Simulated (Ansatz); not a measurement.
CsSnI3 (P4/mbm, No. 127, 10 atoms in the cell; start COD 4117958; high-temperature phase), treated with HSE06 in Ansatz (plane waves, PAW).

Run with plane-wave cutoff 460 eV, 4×4×4 k mesh, Fermi–Dirac smearing 0.01 eV, scalar-relativistic PAW data made under PBE.

Cell (relaxed at this level):

```cif
data_Cs2I6Sn2
_chemical_formula_sum 'Cs2 I6 Sn2'
_space_group_name_H-M_alt 'P 1'
_space_group_IT_number 1
_cell_length_a 8.69759
_cell_length_b 8.69759
_cell_length_c 6.34472
_cell_angle_alpha 90.000
_cell_angle_beta 90.000
_cell_angle_gamma 90.000
loop_
_space_group_symop_operation_xyz
  'x, y, z'
loop_
_atom_site_label
_atom_site_type_symbol
_atom_site_fract_x
_atom_site_fract_y
_atom_site_fract_z
_atom_site_occupancy
Cs1 Cs 0.00000 0.50000 0.00000 1
Cs2 Cs 0.50000 0.00000 0.00000 1
I1 I 0.30223 0.19777 0.50000 1
I2 I 0.69777 0.80223 0.50000 1
I3 I 0.19777 0.69777 0.50000 1
I4 I 0.80223 0.30223 0.50000 1
I5 I 0.50000 0.50000 0.00000 1
I6 I 0.00000 0.00000 0.00000 1
Sn1 Sn 0.50000 0.50000 0.50000 1
Sn2 Sn 0.00000 0.00000 0.50000 1
```

Task: Give the computed band gap and Γ–Γ gap.

Result: 
- band gap = 0.90 eV (on the SCF k mesh)
- Γ–Γ gap = 2.29 eV

Note: the relaxation could not lower the start's symmetry, so the cell can be a saddle point above a distorted one.

Spin–orbit coupling is not included; with these elements it can move the gap by several tenths of an eV or more.

Static lattice: no zero-point or thermal effects.

Ansatz is a first-principles code.
